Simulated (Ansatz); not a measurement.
The reference is Ru in the hcp (Mg type) structure (space group P6_3/mmc, No. 194; a = 2.7043 Å, c = 4.2629 Å; relaxed with 0.1 eV smearing). Axes: x lies along a and z along c of the hexagonal cell.

Calculations: Ansatz (a program for electronic structure), r2SCAN, PAW, cutoff 500 eV, no spin-orbit coupling.

For the base:

```
Item      Value
--------  -----
Band gap   zero
```

Perturbation: the cell is compressed by 1.50 % along x with no lateral relaxation; the atoms relax in the strained cell.

Problem. How does this affect the energy relative to the base?

Solution. The energy grows by 6.0 meV/atom.

Problem. Estimate the effect on the stress.

Solution. The stress (xx, yy, zz, yz, xz, xy; compression positive) comes out as (9.7, 3.1, 2.9, 0.0, 0.0, 0.0) GPa.

Problem. How does this affect the band gap?

Solution. The band gap stays zero.

Whether these cells are dynamically stable was not tested. All final runs are without spin polarisation.
